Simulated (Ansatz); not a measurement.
Faces of rock-salt NaCl in 1x1 cells, as slabs relaxed from ideal cuts; for each face the lowest of the symmetric, stoichiometric cuts and spin starts that were computed. The slabs keep the symmetry of their cuts; real faces may buckle, or reconstruct in larger cells. No spin-orbit coupling, no Hubbard U.

Level of theory: PBE (plane waves to 420 eV, PAW; Ansatz, a quantum-chemistry and plane-wave program).

```json
[
 {"face": "(100)", "cell area (Å²)": "16.23", "outermost plane spacing of the ideal cut (Å)": "2.85", "γ unrelaxed (J/m²)": "0.15", "γ relaxed (J/m²)": "…", "ionisation potential, top face (eV)": "6.71"},
 {"face": "(110)", "cell area (Å²)": "22.95", "outermost plane spacing of the ideal cut (Å)": "2.01", "γ unrelaxed (J/m²)": "0.35", "γ relaxed (J/m²)": "0.32", "ionisation potential, top face (eV)": "…"},
 {"face": "(210)", "cell area (Å²)": "36.29", "outermost plane spacing of the ideal cut (Å)": "1.27", "γ unrelaxed (J/m²)": "0.28", "γ relaxed (J/m²)": "0.24", "ionisation potential, top face (eV)": "…"},
 {"face": "(221) (2 Cl–Na bonds broke)", "cell area (Å²)": "48.69", "outermost plane spacing of the ideal cut (Å)": "0.95", "γ unrelaxed (J/m²)": "0.81", "γ relaxed (J/m²)": "0.49", "ionisation potential, top face (eV)": "…"}
]
```

Task: Complete the blanks.

Result: 
- (100), γ relaxed (J/m²): 0.15
- (110), ionisation potential, top face (eV): 6.84
- (210), ionisation potential, top face (eV): 6.78
- (221) (2 Cl–Na bonds broke), ionisation potential, top face (eV): 6.92
